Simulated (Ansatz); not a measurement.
The parent structure is BAs (space group P4_2/mnm, No. 136; a = 5.8372 Å, c = 3.3617 Å; a hypothetical phase, not in the database extracts checked). Axes: x, y, z lie along a, b, c of the conventional cell.

The change: biaxial strain −2.39 %, plane normal [001], relaxed out of plane (Cartesian); in-plane vectors clamped, the third vector and the atoms free.

Levels (all Ansatz, a quantum-chemistry and plane-wave program, PAW): PBEsol (420 eV, without spin-orbit coupling); r2SCAN (500 eV, spin-orbit coupling left out); HSE06 (420 eV, no spin-orbit coupling).

At the geometry relaxed with PBEsol, these levels gave the following band gaps, in shuffled order: (a) 1.13 eV, (b) 0.42 eV, (c) 0.64 eV.

Q: Match each gap to its level.

A: (a) HSE06; (b) PBEsol; (c) r2SCAN.

Single points use the geometry relaxed with PBEsol. No phonon test of stability was made.
